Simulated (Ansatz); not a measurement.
Consider PbF₂ in the fluorite structure (space group Fm-3m, No. 225; a = 6.001 Å).

All numbers come from PBE, PAW, 420 eV (Ansatz, a program for electronic structure; no spin-orbit coupling).

Strains are applied to the cell and any free atomic positions relax.

One change was made to it. Results:

The pressure goes from zero to -2.67 GPa; the energy increases by 7.1 meV/atom; the valley order (the lowest conduction-band minima on the path, energy above the VBM, named in the base's zone) changes from X along ⟨100⟩ 4.42 eV; L along ⟨111⟩ 5.03 eV; a point along ⟨110⟩, about 0.6 Å⁻¹ from Γ 5.40 eV to X along ⟨100⟩ 4.40 eV; L along ⟨111⟩ 5.00 eV; a point along ⟨110⟩, about 0.6 Å⁻¹ from Γ 5.35 eV.

Task: Which of these changes matches the shifts?
(A) isotropic strain +1.00 %
(B) isotropic strain +0.50 %
(C) isotropic strain +2.50 %
(D) isotropic strain +1.50 %

Result: D, isotropic strain +1.50 %. For comparison, the valley order in the other runs: isotropic strain +1.00 % gives X along ⟨100⟩ 4.41 eV; L along ⟨111⟩ 5.01 eV; a point along ⟨110⟩, about 0.6 Å⁻¹ from Γ 5.37 eV; isotropic strain +0.50 % gives X along ⟨100⟩ 4.42 eV; L along ⟨111⟩ 5.03 eV; a point along ⟨110⟩, about 0.6 Å⁻¹ from Γ 5.39 eV; isotropic strain +2.50 % gives X along ⟨100⟩ 4.37 eV; L along ⟨111⟩ 4.96 eV; a point along ⟨110⟩, about 0.6 Å⁻¹ from Γ 5.31 eV.

Spin-orbit coupling, missing from the scalar runs, can matter with Pb. The levels and masses belong to the bands next to the band gap. Whether these cells are dynamically stable was not tested.
